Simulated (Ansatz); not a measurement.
The parent structure is ZrO$_{2}$ (space group P2_1/c, No. 14).

```
CELL_PARAMETERS angstrom
      5.15337     0.00000     0.00000
      0.00000     5.22524     0.00000
     -0.87079     0.00000     5.25992
ATOMIC_POSITIONS crystal
  Zr 0.27609 0.04219 0.20985
  Zr 0.72391 0.54219 0.29015
  Zr 0.72391 0.95781 0.79015
  Zr 0.27609 0.45781 0.70985
  O  0.06873 0.33267 0.34486
  O  0.93127 0.83267 0.15514
  O  0.93127 0.66733 0.65514
  O  0.06873 0.16733 0.84486
  O  0.44973 0.75727 0.47765
  O  0.55027 0.25727 0.02235
  O  0.55027 0.24273 0.52235
  O  0.44973 0.74273 0.97765
```

All numbers come from r2SCAN (Ansatz, a quantum-chemistry and plane-wave program), no SOC, earlier PAW set.

For the base:

```
Property            Value
---------------  --------
Volume per atom  11.80 Å³
```

Perturbation: Ti takes the place of Zr on all its sites, then cell and atoms are relaxed.

Problem. Estimate the effect on the volume per atom.

Solution. The volume per atom shrinks by 2.126 Å³ (11.80 Å³ → 9.68 Å³).

Stability against distortions was not tested. The final runs are not spin-polarised. This is not the structure that TiO2 has at room temperature and ambient pressure.
